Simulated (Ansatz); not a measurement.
Competing hops of interstitial Li in diamond with all lengths changed by -1 %, charge state +1

Defect migration in diamond with all lengths changed by -1 %: interstitial Li, charge state +1. These are PBE, PAW (plane waves to 420 eV; Ansatz, a first-principles code) values and carry that method's errors.

64-site cell at the strained lattice (strain from the relaxed PBE one, atoms relaxed), a 2×2×2 k-point mesh shifted by half a step, smearing 0.01 eV, spin-restricted, no finite-size correction. No zero-point or tunnelling terms. The host's phase is taken as given; its stability against other phases was not computed. The charge state is imposed; whether it is stable for some Fermi level was not computed. Sites that were not tried may lie lower.

Barriers: single points on a 3×3×3 k-point mesh shifted by half a step at the bands' geometries.

```
Route                        Start site over the lowest site run (eV)  Hop (Å)  Forward barrier (eV)  Backward barrier (eV)     Neighbours at the start  Neighbours at the saddle                        Saddle order  Forward, on the band's own sampling (eV)
---------------------------  ----------------------------------------  -------  --------------------  ---------------------  --------------------------  ------------------------  ----------------------------------  ----------------------------------------
one Li atom jumps by itself                                      0.00     1.53                  1.95                   1.95  4 C at 1.61, 6 C at 1.82 Å             6 C at 1.59 Å  not checked, on a symmetry element                                      1.95
```

Paths come from nudged elastic bands with a climbing image.  A band can be held on a symmetry element, so unchecked saddle points there may be too high.
